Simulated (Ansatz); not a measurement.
Smallest direct gap on the k points sampled of ZrTiO4 (model structure, started from the ZrSiO4 type, I4₁/amd, No. 141, 12 atoms in the cell) at several levels of theory

No measured value is used here.

```
level (code)     value (eV)
---------------  ----------
LDA (Ansatz)           3.41
PBEsol (Ansatz)        3.47
r²SCAN (Ansatz)         ___
```

Question: Fill in the missing entries.

Answer: 
- r²SCAN (Ansatz, a first-principles code), value (eV): 3.98

Computed values are for a static lattice. Spin–orbit coupling is included only where a level's name says +SOC; with heavier elements it mostly lowers gaps and can invert bands.  Values are at the PBEsol cell. Cutoffs differ between the levels. Ansatz's density-functional and Hartree–Fock values are scalar-relativistic unless marked +SOC, with PAW data made under PBE.

A model structure was made by putting elements into a prototype or built by hand; it is no filed structure, need not be a known phase, and can be a saddle point held by its symmetry.
